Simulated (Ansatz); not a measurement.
## V₂AlC (P6₃/mmc, No. 194, 8 atoms in the cell; start mp-1025497)

These are r²SCAN-D4 (PAW; Ansatz, an electronic-structure program) values and carry that method's errors.

Numerical settings: plane-wave cutoff 500 eV, 18×18×4 k mesh (along the axes of the cell as run), Fermi–Dirac smearing 0.05 eV, no spin polarisation, scalar-relativistic PAW data made under PBE.

Cell (relaxed at this level):

```
CELL_PARAMETERS angstrom
      2.87720     0.00000     0.00000
     -1.43860     2.49173     0.00000
      0.00000     0.00000    13.08103
ATOMIC_POSITIONS crystal
  Al 0.33333 0.66667 0.25000
  Al 0.66667 0.33333 0.75000
  V  0.33333 0.66667 0.58593
  V  0.66667 0.33333 0.41407
  V  0.66667 0.33333 0.08593
  V  0.33333 0.66667 0.91407
  C  0.00000 0.00000 0.00000
  C  0.00000 0.00000 0.50000
```

```
Item             Result
--------  -------------
band gap  zero (no gap)
```

Note: the relaxation could not lower the start's symmetry, so the cell can be a saddle point above a distorted one.

Computed values are for the static lattice.

The result took roughly 2.8 core-minutes.

A start named mp-… is a Materials Project structure, which need not be a measured phase.
